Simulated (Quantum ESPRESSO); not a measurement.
Pressure against volume in zinc-blende GaN (space group 216) (Quantum ESPRESSO, LDA)

```
GaN
1.0
    0.00000     2.17210     2.17210
    2.17210     0.00000     2.17210
    2.17210     2.17210     0.00000
Ga N
1 1
Direct
  0.00000   0.00000   0.00000
  0.75000   0.75000   0.75000
```

Computed with LDA (PZ), GBRV 1.5 ultrasoft (LDA) pseudopotentials (plane waves; Quantum ESPRESSO). Settings: ecutwfc = 65 Ry; ecutrho = 325 Ry; occupations = smearing; smearing = fermi-dirac; degauss = 0.000734986 Ry; potentials = {Ga: ga_lda_v1.4.uspp.F.UPF, N: n_lda_v1.2.uspp.F.UPF}; K_POINTS = automatic 13 13 13 0 0 0; conv_thr = 1e-10 Ry; mixing_beta = 0.5. The cell above is the first row's. The rows scale it uniformly. In all rows fractional positions and the k mesh are held.

```csv
V (Å^3/atom),P (GPa)
10.248,?
10.471,13.17
10.694,7.97
10.916,3.30
11.139,-0.89
11.362,-4.67
11.585,-8.05
11.808,-11.08
12.030,-13.76
```

Taking a cubic for P over the 8 complete rows: With u = V - 11.3, the rows have u = -0.8290, -0.6060, -0.3840, -0.1610, 0.0620, 0.2850, 0.5080, 0.7300. Least squares gives P = -3.665 - 16.5043·u + 4.0919·u² - 0.5947·u³. Residuals (row less fit): 0.002, -0.002, -0.010, 0.009, 0.003, 0.000, -0.009, 0.004; standard error 0.008 (degrees of freedom: 4). The fitted pressure is zero at V0 = 11.09, where dP/dV = -18.31, so B0 = -V0·dP/dV = 203 GPa.

Question: Predict the withheld P at V = 10.248 from the fit, and compare with the calculation.

Answer: u = -1.0520, so P = -3.665 - 16.5043 × (-1.0520) + 4.0919 × (-1.0520)² - 0.5947 × (-1.0520)³ = 18.918 GPa. The calculation gives 18.97 GPa, 0.052 GPa above the prediction (0.2 % of the range of P in the table). The row lies outside the fitted rows, so this is an extrapolation. From the scatter of the fitted rows alone, a prediction at this place has a standard error of 0.023 GPa, so the miss is 2.3 times that.

Carrying the step between the two nearest rows on in a straight line would have given 18.37, off by 0.60; series whose last step already gives the withheld value aren't shown. The scan was laid around a cell of about the measured size, scaled by a guess for this functional. This is a metastable polymorph. The runs keep the symmetry of the cell, so they don't test it for distortions. Cutoffs and mesh are single choices, not tested for convergence of this quantity. Series with a scatter that would blur these digits, or in which a gap closes, are not shown.
